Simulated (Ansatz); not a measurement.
Rutile MgH₂ was calculated with r²SCAN (PAW; Ansatz, an electronic-structure program).

A relaxed, unreconstructed slab of the (110) face has 24 atoms, two equal faces of 19.006 Å² each and an energy of -15671.4205 eV. A bulk cell of 12 atoms with the same orientation and in-plane k mesh has -7836.3745 eV. Energies are extrapolated to zero smearing.

Numerical settings: plane-wave cutoff 500 eV, 10×4×1 k mesh (along the axes of the cell as run), gaussian smearing 0.02 eV, scalar-relativistic PAW data made under PBE.

Worked out: γ = (E_slab − N E_bulk per atom)/2A = [-15671.4205 − 24 × (-7836.3745/12)]/(2 × 19.006) = 0.0349 eV/Å². With 16.022 J/m² per eV/Å² this is 0.56 J/m², or 0.66 eV per surface cell and face.
